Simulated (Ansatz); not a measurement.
Cu: stress against strain

Cu (fcc, Fm-3m, 11.440 Å³/atom and stress up to 0.01 GPa in the relaxed cell) under an equal strain ε in the (001) plane with the normal axis free, as in a coherent film. r2SCAN in Ansatz, a plane-wave DFT program (PAW, default set), 500 eV, 32×32×32 Γ-centred mesh, Fermi-Dirac smearing 0.10 eV. Stress is positive for a compressed cell.

Here s stands for strain and y for stress xx.

| strain (%) | stress xx (GPa) |
|---|---|
| -1.50 | 2.50 |
| -1.00 | 1.59 |
| -0.50 | 0.75 |
| 0.00 | -0.01 |
| 0.50 | -0.68 |
| 1.00 | -1.27 |
| 1.50 | -1.78 |
| 3.00 | ? |

Q: Fit y against s with a straight line, and predict the withheld value at s = 3.00.

A: Means: s 0, y 0.157. About the means, the sum of products is -9.9950 and the sum of squares of s is 7.0000; the slope is their ratio. Least squares gives y = 0.157 - 1.4279·s. Residuals (row less fit): 0.201, 0.005, -0.121, -0.167, -0.123, 0.001, 0.205; standard error 0.167 (degrees of freedom: 5). The slope gives the biaxial elastic modulus of this plane = about 140 GPa. At the withheld row, y = 0.157 - 1.4279 × 3.0 = -4.127 GPa. The calculation gives -2.86 GPa, 1.267 GPa above the prediction (23.6 % of the range of y in the table). The row lies outside the fitted rows, so this is an extrapolation. From the scatter of the fitted rows alone, a prediction at this place has a standard error of 0.261 GPa, so the miss is 4.9 times that.

A polynomial of degree 2 through the 12 other runs of the series gives -2.84 there, so most of the miss is curvature that the fit leaves out. In a metal these values are sensitive to mesh and smearing; energies are taken to zero smearing, stresses follow the free energy. Rows are the converged runs of the series near zero and its far end; series whose fitted rows scatter by over a few per cent of the range, as at a crossing or softening among them, aren't shown in this form, nor equations of state whose B0' disagrees with the runs' pressures. Most that stay on the fit to the last digits aren't either.
